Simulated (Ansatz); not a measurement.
## Pressure series in SiSe2

The parent structure is SiSe₂ (space group Ibam, No. 72; a = 6.615 Å, b = 11.269 Å, c = 5.933 Å; made of chains).

Cell and atoms are relaxed at each pressure.

Calculations: PBE in Ansatz (plane waves to 420 eV, PAW, no SOC).

Base values:

The band gap is 2.21 eV.

### Question
The aim is a band gap between 1.74 eV and 1.90 eV. Which of these changes reaches it?
A) pressure 0.7 GPa
B) pressure 10 GPa
C) pressure 1.5 GPa
D) pressure 5 GPa
E) pressure 0.3 GPa

### Answer
A, pressure 0.7 GPa. It gives 1.81 eV; pressure 5 GPa gives 1.16 eV; pressure 0.3 GPa gives 2.00 eV; pressure 1.5 GPa gives 1.58 eV; pressure 10 GPa gives 0.79 eV. Changes not listed may reach it too

Load acts through the strain it causes; cell and atoms are relaxed under it. Stability against distortions was not tested. No other phases were tried under pressure. No dispersion term is included, though the crystal is made of layers, chains or molecules, so its spacings can come out too wide.

Ansatz is an electronic-structure program.
